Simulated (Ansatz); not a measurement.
Base system: WS2 (space group P6_3/mmc, No. 194; a = 3.1541 Å, c = 12.1408 Å; layered, stacked along the Cartesian z axis).

Computed with Ansatz (a program for electronic structure), PBE-D3(BJ), PAW, cutoff 420 eV, no spin-orbit coupling.

Base values:

| Property | Result |
|---|---|
| Shortest interatomic distance | 4.549 bohr |
| Band gap | 0.88 eV |

The change: cell and atoms relaxed at a pressure of 0.7 GPa.

Problem. What happens to the shortest interatomic distance and band gap?

Solution. The shortest interatomic distance falls by 0.004 bohr (4.549 bohr → 4.545 bohr); the band gap falls by 0.046 eV (0.88 eV → 0.84 eV).

With W present, leaving out spin-orbit coupling can change the band edges. Load acts through the strain it causes; cell and atoms are relaxed under it. Stability against distortions was not tested.
